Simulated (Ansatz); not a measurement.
NiSi$_{2}$ (Fm-3m), PBEsol, DFPT electron-phonon coupling, linearised Boltzmann equation (Ansatz, a quantum-chemistry and plane-wave program): phonon-limited resistivity 11.2 μΩ·cm at 300 K, 15.5 μΩ·cm at 400 K, current-weighted mean free path 13.5 nm, Drude plasma energy 5.52 eV.

### Question
Estimate the resistivity of a 80 nm square wire with diffuse walls from ρ ≈ ρ₀(1 + 3ℓ/4d).

### Answer
1 + 0.75 × 13.5/80 = 1.13, so ρ ≈ 12.6 μΩ·cm and a line 1 μm long has 19.7 Ω. The formula is the free-electron limit for d well above ℓ; grain boundaries add to it.

### Question
What is the classical skin depth at 100 GHz (nonmagnetic, μ₀ = 1.257×10⁻⁶ H/m)?

### Answer
δ = √(ρ/(π f μ₀)) = 533 nm.

### Question
What Drude relaxation time do resistivity and plasma energy imply?

### Answer
ω_p = 8.39e15 s⁻¹, so τ = 1/(ε₀ ω_p² ρ) = 14.3 fs, a damping ħ/τ of 45.9 meV.

A metal at this level (no band gap). Only scattering by harmonic phonons is included (no impurities, grain boundaries, electron-electron scattering or thermal expansion). Spin-orbit coupling is left out. The run warned that the eigensolver left some states short of its tolerance. Halving the electron mesh (28x28x28) moves the resistivity by up to 4 % at 300 K, the mean free path by up to 3 %. Smearing 0.20 eV; phonons on a 5x5x5 q mesh, which this run doesn't test.

Treated as nonmagnetic (a ferromagnetic start lost its moment, other orders weren't tried): NiSi2 (Fm-3m).
